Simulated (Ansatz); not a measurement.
**Ge (Fd-3m, No. 227, 34 atoms in the cell; start mp-1198022)**

Calculation: r²SCAN+rVV10 in Ansatz (PAW).

Run with plane-wave cutoff 560 eV, 4×4×4 k mesh, Fermi–Dirac smearing 0.01 eV, scalar-relativistic PAW data made under PBE.

Cell (relaxed at this level):

```
CELL_PARAMETERS angstrom
      0.00000     7.60080     7.60080
      7.60080     0.00000     7.60080
      7.60080     7.60080     0.00000
ATOMIC_POSITIONS crystal
  Ge 0.50000 0.50000 0.50000
  Ge 0.75000 0.75000 0.75000
  Ge 0.47409 0.84197 0.84197
  Ge 0.40803 0.40803 0.77591
  Ge 0.84197 0.47409 0.84197
  Ge 0.40803 0.40803 0.40803
  Ge 0.84197 0.84197 0.84197
  Ge 0.40803 0.77591 0.40803
  Ge 0.84197 0.84197 0.47409
  Ge 0.77591 0.40803 0.40803
  Ge 0.38944 0.99546 0.99546
  Ge 0.63036 0.25454 0.86056
  Ge 0.99546 0.38944 0.61964
  Ge 0.25454 0.63036 0.25454
  Ge 0.61964 0.99546 0.99546
  Ge 0.25454 0.86056 0.25454
  Ge 0.99546 0.61964 0.38944
  Ge 0.86056 0.25454 0.63036
  Ge 0.99546 0.38944 0.99546
  Ge 0.86056 0.63036 0.25454
  Ge 0.61964 0.99546 0.38944
  Ge 0.25454 0.25454 0.63036
  Ge 0.99546 0.61964 0.99546
  Ge 0.25454 0.25454 0.86056
  Ge 0.38944 0.99546 0.61964
  Ge 0.63036 0.86056 0.25454
  Ge 0.99546 0.99546 0.38944
  Ge 0.25454 0.86056 0.63036
  Ge 0.38944 0.61964 0.99546
  Ge 0.63036 0.25454 0.25454
  Ge 0.99546 0.99546 0.61964
  Ge 0.86056 0.25454 0.25454
  Ge 0.61964 0.38944 0.99546
  Ge 0.25454 0.63036 0.86056
```

```json
{
  "band_gap": "1.05 eV (on the SCF k mesh)",
  "direct gap at Γ": "1.60 eV"
}
```

Note: the relaxation could not lower the start's symmetry, so the cell can be a saddle point above a distorted one.

Spin–orbit coupling is not included.

Computed values are for the static lattice.

Cost on a shared machine: roughly 10 core-minutes.

A start named mp-… is a Materials Project structure, which need not be a measured phase.

Ansatz is a first-principles code.
